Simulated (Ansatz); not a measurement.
Sn on the 1x1 (110) surface of bcc Nb, one in a 2x2 cell, energies for each (31.0 Å²). Energies are against an atom of beta tin, without zero-point or thermal terms; each row is named by its start.

Computed with PBE (plane waves to 420 eV, PAW; Ansatz, a first-principles code).

Model: 17-atom slab, 6.8 Å thick at the start under the adsorbate (thin: gaps and levels are the slab's own), 5x5x1 mesh, Fermi-Dirac 0.1 eV, dipole correction, 8 atoms held, the rest relaxed; each run with such symmetry as its start has; spin where the adsorbate may keep a moment, no spin-orbit, no U, no dispersion correction.

A negative adsorption energy means that the adsorbate is more stable on the surface than in its reference. Starts that drift may end in the same place. Heights count from the host atoms within 0.3 Å of the top one.

```json
[
 {"starting site": "top Nb", "E_ads (eV)": "-0.23", "height (Å)": "2.54", "nearest host atom (Å)": "Nb 2.70", "bonded to": "Nb", "Δ work function (eV)": "-0.16", "lateral drift (Å)": "0.0", "moment (μB)": "0.0"},
 {"starting site": "hollow Nb-Nb-Nb", "E_ads (eV)": "-0.70", "height (Å)": "2.26", "nearest host atom (Å)": "Nb 2.86", "bonded to": "4 Nb", "Δ work function (eV)": "0.15", "lateral drift (Å)": "0.6", "moment (μB)": "–"},
 {"starting site": "bridge Nb-Nb (span 2.9 Å)", "E_ads (eV)": "-0.42", "height (Å)": "2.41", "nearest host atom (Å)": "Nb 2.86", "bonded to": "2 Nb", "Δ work function (eV)": "0.05", "lateral drift (Å)": "0.0", "moment (μB)": "–"},
 {"starting site": "bridge Nb-Nb (span 3.3 Å)", "E_ads (eV)": "-0.70", "height (Å)": "2.26", "nearest host atom (Å)": "Nb 2.86", "bonded to": "4 Nb", "Δ work function (eV)": "0.15", "lateral drift (Å)": "0.0", "moment (μB)": "–"}
]
```
